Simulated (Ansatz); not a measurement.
These are PBE (plane waves to 420 eV, PAW; Ansatz, an electronic-structure program) values and carry that method's errors.

Electrostatic potential energy of an electron, averaged over planes parallel to the surface, in eV from the Fermi level, for a constructed model of the (111) surface of fcc Ag, (√3x√3)R30° layer of Cl, one a cell, on the site that continues the host's stacking (bottom of the slab: a bare face, its two planes held):

```
z (Å)  V (eV)
-----  ------
3.61     4.41
3.89     4.41
4.17     4.41
4.44     4.41
4.72     4.40
5.00     4.39
5.28     4.38
5.56     4.34
5.83     4.26
6.11     4.10
6.39     3.78
6.67     3.12
6.94     1.71
7.22    -1.80
7.50    -6.77
7.78   -10.70
8.06   -11.97
8.33   -10.16
8.61    -5.95
8.89    -1.28
9.17     0.98
9.44     0.10
9.72    -3.91
10.00   -8.66
10.28  -11.69
10.56  -11.79
10.83   -8.93
11.11   -4.23
11.39   -0.08
11.67    0.93
11.94   -1.28
12.22   -5.96
12.50  -10.22
12.78  -12.09
13.06  -10.89
13.33   -7.03
13.61   -2.20
13.89    0.81
14.17    0.57
14.44   -2.90
14.72   -7.74
15.00  -11.25
15.28  -11.97
15.56   -9.65
15.83   -5.15
16.11   -0.65
16.39    1.05
16.67   -0.39
16.94   -4.78
17.22   -9.37
17.50  -11.91
17.78  -11.43
18.06   -8.10
18.33   -3.29
18.61    0.38
18.89    0.73
19.17   -2.32
19.44   -7.15
19.72  -10.96
20.00  -12.09
20.28  -10.13
20.56   -5.81
20.83   -1.05
21.11    1.33
21.39    0.95
21.67    0.01
21.94   -0.17
22.22    0.81
22.50    2.72
22.78    4.53
23.06    5.27
23.33    5.55
23.61    5.66
23.89    5.70
24.17    5.72
24.44    5.73
24.72    5.73
25.00    5.73
25.28    5.73
25.56    5.73
25.83    5.73
26.11    5.73
26.39    5.73
```

Slab: 19 atoms, 13.9 Å thick at the start with caps and adatoms (thin: gaps and levels are the slab's own); k 9x9x1, smearing 0.1 eV, dipole-corrected; 6 atoms held, the rest relaxed; symmetry of the start imposed; no spin, no spin-orbit, no U. It is one candidate, not shown to be the stable structure of the face.

Q: The surface cell has an area of 22.36 Å². What dipole along the normal does the step between the two vacuum levels imply?

A: the top vacuum level lies 1.32 eV above the bottom one; p = −ε₀ A ΔV (ε₀ = 0.005526 e/(V·Å)) gives -0.16 e·Å a cell.
